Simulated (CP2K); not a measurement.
Band structure of SrGe2Ir2 (I4/mmm, 5 atoms in the cell).

```xyz
5
Lattice="6.1649 0.0000 0.0000 3.2978 5.2088 0.0000 -4.7313 -2.6044 2.9729" Properties=species:S:1:pos:R:3 pbc="T T T"
Sr     0.0000     0.0000     0.0000
Ge     3.4890     1.9205     0.0000
Ge     5.9737     3.2882     0.0000
Ir     1.6489     2.6044     1.4864
Ir     3.0825     0.0000     1.4864
```

Computed with CP2K 2026.2 with PBEsol, GPW, DZVP-MOLOPT-SR-GTH basis, GTH-PBE potentials (GTH_POTENTIALS).

Settings: CUTOFF = 500 Ry; REL_CUTOFF = 50 Ry; SMEAR/METHOD = GAUSSIAN; SIGMA = 0.136 eV; KPOINTS/SCHEME = MONKHORST-PACK 7 7 7; XC_FUNCTIONAL = PBE:PBESOL; Sr/BASIS_SET = DZVP-MOLOPT-SR-GTH-q10; Sr/POTENTIAL = GTH-PBE-q10; Ge/BASIS_SET = DZVP-MOLOPT-SR-GTH-q4; Ge/POTENTIAL = GTH-PBE-q4; Ir/BASIS_SET = DZVP-MOLOPT-SR-GTH-q17; Ir/POTENTIAL = GTH-PBE-q17; METHOD = GPW; EPS_DEFAULT = 1e-10.

The starting cell comes from a database of computed structures (which also holds hypothetical and non-ambient phases and stackings), without a prior relaxation at this level. Spin-orbit coupling is off. Spin polarisation is off. Values carry the incompleteness of an atom-centred basis. The potentials were made for another functional than the one used.

Levels in eV from the Fermi level, bands 23 to 28:
```tsv
point	23	24	25	26	27	28
Γ	-1.57	-0.91	-0.60	-0.60	0.46	1.24
X	-2.79	-1.41	-1.38	-1.12	-1.02	0.84
Y	-2.89	-1.83	-1.43	-0.90	-0.41	0.81
S	-2.50	-2.38	-2.23	0.48	0.59	1.12
Z	-0.91	-0.25	-0.25	0.46	0.52	1.75
S1	-2.50	-2.38	-2.23	0.48	0.59	1.12
N	-2.61	-2.56	-1.89	-0.90	1.07	2.06
P	-2.70	-1.40	-1.39	-1.09	-1.09	0.90
Y1	-2.89	-1.83	-1.43	-0.90	-0.41	0.81
```

Bands cross the Fermi level along this path, so the cell is metallic at this level.

Higher empty bands are left out: an atom-centred basis made for the valence describes them poorly.
